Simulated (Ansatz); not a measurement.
System: MoPt3 (Pmm2, No. 25, 4 atoms in the cell; start mp-1221420). Method: PBEsol (Ansatz, an electronic-structure program, plane waves, PAW).

Run with plane-wave cutoff 520 eV, 20×12×12 k mesh (along the axes of the cell as run), Fermi–Dirac smearing 0.05 eV, no spin polarisation, scalar-relativistic PAW data made under PBE.

Cell (relaxed at this level):

```xyz
4
Lattice="2.7564 0.0000 0.0000 0.0000 4.5030 0.0000 0.0000 0.0000 4.8309" Properties=species:S:1:pos:R:3 pbc="T T T"
Mo     0.0000     0.0000     0.7644
Pt     1.3782     2.2515     1.6362
Pt     1.3782     0.0000     3.1728
Pt     0.0000     2.2515     4.0883
```

Q: What does this level give for the bulk modulus B0?

A: 
- bulk modulus B0: 296 GPa

Note: the run has no spin polarisation, so it can have missed a magnetic state; the bulk modulus is −V dP/dV from two relaxed cells at ±2 % in volume; the relaxation could not lower the start's symmetry, so the cell can be a saddle point above a distorted one.

Spin–orbit coupling is not included.

Computed values are for the static lattice.

A start named mp-… is a Materials Project structure, which need not be a measured phase.
